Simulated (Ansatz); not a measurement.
Cost and result by functional for the surface energy of the (331) surface of bcc Nb in its 1x1 cell, outermost plane spacing 0.38 Å in the ideal cut, in Ansatz (plane waves, PAW). Single points on the PBE structure, on one kind of machine; costs are rough ratios of the slab run's core time (references not counted) to the cheapest single point. r2SCAN's cost holds its higher cutoff (500 against 420 eV). Differences are taken against r2SCAN for comparison alone: no measured value is at hand, so the table doesn't rank accuracy.

Slab: 28 atoms, 10.3 Å thick at the start (thin: gaps and levels are the slab's own); k 8x4x1, smearing 0.1 eV, dipole-corrected; all atoms relaxed; held to the part of the start's symmetry that mesh and held atoms allow; no spin, no spin-orbit, no U. These notes are the PBE run's.

| functional | relative cost | surface energy (J/m²) | less r2SCAN (J/m²) |
|---|---|---|---|
| PBEsol | 1 | 2.52 | 0.10 |
| LDA | 1 | 2.60 | 0.17 |
| RPBE | 1 | 2.12 | -0.30 |
| r2SCAN | 2 | 2.42 | 0.00 |
| PBE (the relaxed run's value) | – | 2.28 | -0.14 |

The values span 0.48 J/m², while the single points' costs differ by a factor of roughly 2. Differences are of unrounded values.

Ansatz is a quantum-chemistry and plane-wave program.
